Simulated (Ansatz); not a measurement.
**Worked example: self-consistent single point of the (111) slab of NaTl (cut from a parent of space group no. 227; 8 atoms in the cell) in Ansatz (a quantum-chemistry and plane-wave program)**

Level of theory: LDA (PW92), default PAW files made with PBE (plane waves; Ansatz).

Input as run:

Ansatz 0.2 input:
```yaml
# NaTl
crystal:
  lattice:
    - [5.30410400, 0.00000000, 0.00000000]
    - [2.65205200, 4.59348900, 0.00000000]
    - [0.00000000, 0.00000000, 21.57889700]
  atoms:
    - { symbol: Na, position: [0.25000000, 0.25000000, 0.42473900] }
    - { symbol: Na, position: [0.91666700, 0.91666700, 0.37456500] }
    - { symbol: Na, position: [0.58333300, 0.58333300, 0.62543500] }
    - { symbol: Na, position: [0.25000000, 0.25000000, 0.57526100] }
    - { symbol: Tl, position: [0.58333300, 0.58333300, 0.32439100] }
    - { symbol: Tl, position: [0.58333300, 0.58333300, 0.47491300] }
    - { symbol: Tl, position: [0.91666700, 0.91666700, 0.52508700] }
    - { symbol: Tl, position: [0.91666700, 0.91666700, 0.67560900] }
basis:
  ecutwfc: 420.0
kpoints:
  mp_grid: { grid: [7, 7, 1] }
hamiltonian:
  xc: lda
  pseudopotentials: { kind: paw }
scf:
  occupations: { method: gaussian, width: 0.1 }
output:
  forces: true
  eigenvalues: true
  stress: true
```

Log, with long lists cut:

```
WARN the atoms were moved onto the symmetric positions of the space group found under crystal.symmetry.tolerance 1.0e-5 (fractional …
WARN ansatz: RAYON_NUM_THREADS=1 ignored (pool sized by the plan → 1); use --threads N
Pseudopotentials: kind: paw
Pseudopotential: Na, paw, valence charge 9
Pseudopotential: Tl, paw, valence charge 13
Crystal: 8 atoms, lattice volume = 525.756 Å³
Basis set: ecut = 420 eV, 10207 PW (Γ)
Bands: 53, of which v1, the nominal top of the filled ones, is band 44 counted from 1 (43 counted from 0)
Symmetry: 12 space group operations
Space group: P-3m1 (ITA 164), of the structure as read, at distance tolerance 8.1e-5 Å
k-points: 8 of 49
PAW frozen core: Na, regenerated for the run's functional, and the local potential with it
PAW frozen core: Tl, regenerated for the run's functional, and the local potential with it
Initial density: superposition of atomic densities (neutral atoms: chi_scale 0, normalization atom), corrected by the library's trained network
Initial wavefunctions: pseudopotential atomic-orbital guess
Eigensolver: davidson
Functional: x = slater, c = lda
SCF iter   1: F=—  HF=-50451.572159 eV  |F-HF|=—  |Δ(HF+E_count)|=         —  Δρ=3.89e-3  dr2=6.41e-2  ethr=1.77e-3  ⟨swp⟩=9.0  Hψ=1646  notcnv=0
all-band conjugate gradients solve this SCF's bands
preconditioner: auto → LDOS
SCF iter   2: F=—  HF=-50451.560833 eV  |F-HF|=—  |Δ(HF+E_count)|=   1.13e-2  Δρ=2.96e-3  dr2=2.52e-2  ethr=7.28e-5  ⟨swp⟩=2.0  Hψ=894  notcnv=0  defer=18
SCF iter   3: F=—  HF=-50451.544686 eV  |F-HF|=—  |Δ(HF+E_count)|=   1.61e-2  Δρ=3.45e-4  dr2=1.26e-3  ethr=2.87e-5  ⟨swp⟩=2.0  Hψ=751  notcnv=0  defer=18
SCF iter   4: F=—  HF=-50451.544569 eV  |F-HF|=—  |Δ(HF+E_count)|=   1.17e-4  Δρ=1.26e-4  dr2=1.46e-4  ethr=1.43e-6  ⟨swp⟩=2.1  Hψ=628  notcnv=0  defer=18
SCF iter   5: F=—  HF=-50451.544545 eV  |F-HF|=—  |Δ(HF+E_count)|=   2.36e-5  Δρ=6.82e-5  dr2=3.83e-5  ethr=1.66e-7  ⟨swp⟩=2.0  Hψ=629  notcnv=0  defer=18
SCF iter   6: F=—  HF=-50451.544622 eV  |F-HF|=—  |Δ(HF+E_count)|=   7.67e-5  Δρ=1.62e-5  dr2=4.64e-6  ethr=4.36e-8  ⟨swp⟩=2.0  Hψ=731  notcnv=0  defer=17
SCF iter   7: F=—  HF=-50451.544623 eV  |F-HF|=—  |Δ(HF+E_count)|=   4.96e-7  Δρ=7.05e-6  dr2=1.05e-6  ethr=5.28e-9  ⟨swp⟩=2.4  Hψ=567  notcnv=0  defer=17
SCF iter   8: F=—  HF=-50451.544623 eV  |F-HF|=—  |Δ(HF+E_count)|=   7.71e-8  Δρ=3.78e-6  dr2=2.89e-7  ethr=1.19e-9  ⟨swp⟩=2.1  Hψ=630  notcnv=0  defer=17
SCF iter   9: F=-50451.544623 eV  HF=-50451.544623 eV  |F-HF|=1.74e-8  |Δ(HF+E_count)|=   6.38e-9  Δρ=1.51e-6  dr2=3.12e-8  ethr=1.14e-10  ⟨swp⟩=12.8  Hψ=1681  notcnv=0
SCF 1 converged in 9 iterations: F = -50451.544623 eV  dr2 = 3.12e-8
SCF converged after 9 iterations
Free energy (F): -50451.544623 eV
Harris-Foulkes:  -50451.544623 eV  (|F-HF|=1.74e-8)
Internal energy: -50451.503553 eV  (E = F + TS)
E sigma→0 (E₀):  -50451.524088 eV
Entropy (-TS):   -0.041070 eV (-5.134 meV/atom)
Fermi energy:    0.621866 eV
--- Per-component energies (eV) ---
  E_band       = -1482.366016
  E_kinetic    = 1814.282037
  E_local      = -45394.675820  (includes V_loc(G=0)·N_el)
  E_nonlocal   = 1751.345698
  E_hartree    = 21187.097674
  E_xc         = -1063.239957
  E_vxc        = -764.548143  (∫ρ·V_xc dr)
  E_paw        = -40451.973388  (= ΣΔE_a)
  E_vpaw       = -1262.940729  (= ΣTr[D̂ρ^β])
  E_aug_tail   = 0.000089  (compensation charges beyond the density's cutoff)
  E_ewald      = 11705.662797
  E_core_change = -0.002683  (= ΣΔE_core)
  E_smearing   = -0.041070  (= −TS)
  E_closure    = 0.000000  (closes the sum)
  Σ components = -50451.544623   (vs F -50451.544623, Δ=0.00e0)
--- Forces (eV/Å), atoms counted from 1 ---
  atom   1  Na     0.00000000    -0.00000000    -0.09518791
  atom   2  Na    -0.00000000     0.00000000    -0.11995563
  atom   3  Na     0.00000000    -0.00000000     0.11995563
  atom   4  Na    -0.00000000     0.00000000     0.09518791
  atom   5  Tl     0.00000000     0.00000000     0.44008688
  atom   6  Tl     0.00000000    -0.00000000    -0.01763902
  atom   7  Tl     0.00000000     0.00000000     0.01763902
  atom   8  Tl    -0.00000000    -0.00000000    -0.44008688
  max |Σ_I F_I| component: 5.55e-17 eV/Å
--- Stress (GPa, compression-positive) ---
       -0.650828      -0.000000      -0.000000
       -0.000000      -0.650828       0.000000
       -0.000000       0.000000      -0.718750
  P = ⅓ Tr σ = -0.6735 GPa (-6.735 kbar)
  The stress holds the Pulay correction. Without it, at fixed plane waves, as pw.x and ABINIT print it: P = -0.6813 GPa
--- Band table (eV; the first three rows and the last of 8) ---
  k-point 0: bands = ["-51.7267", "-51.7244", "-51.6406", "-51.6406", "-24.2620", "-24.2431", "-24.2431", "-24.2389", "-24.2389", "-24.2238", "-24.1561", "-24.1561", "-24.1558", "-24.1558", "-24.1408", "-24.1407", "-11.2154", "-11.2146", "-11.1343", [...]
  k-point 1: bands = ["-51.7266", "-51.7244", "-51.6406", "-51.6406", "-24.2623", "-24.2436", "-24.2428", "-24.2394", "-24.2387", "-24.2241", "-24.1568", "-24.1563", "-24.1556", "-24.1553", "-24.1403", "-24.1402", "-11.2187", "-11.2158", "-11.1377", [...]
  k-point 2: bands = ["-51.7266", "-51.7243", "-51.6407", "-51.6407", "-24.2630", "-24.2447", "-24.2422", "-24.2405", "-24.2380", "-24.2250", "-24.1581", "-24.1574", "-24.1547", "-24.1543", "-24.1394", "-24.1393", "-11.2239", "-11.2189", "-11.1405", [...]
  k-point 7: bands = ["-51.7265", "-51.7242", "-51.6407", "-51.6407", "-24.2636", "-24.2460", "-24.2453", "-24.2377", "-24.2369", "-24.2266", "-24.1601", "-24.1590", "-24.1528", "-24.1527", "-24.1386", "-24.1386", "-11.2252", "-11.2238", "-11.1614", [...]
```

The run converged in 9 iterations.

The starting cell comes from a database of computed structures (which also holds hypothetical and non-ambient phases and stackings), without a prior relaxation at this level. The slab is cut from that crystal, and its faces are unrelaxed. Its lattice was rescaled by up to half a per cent. Spin-orbit coupling is off.
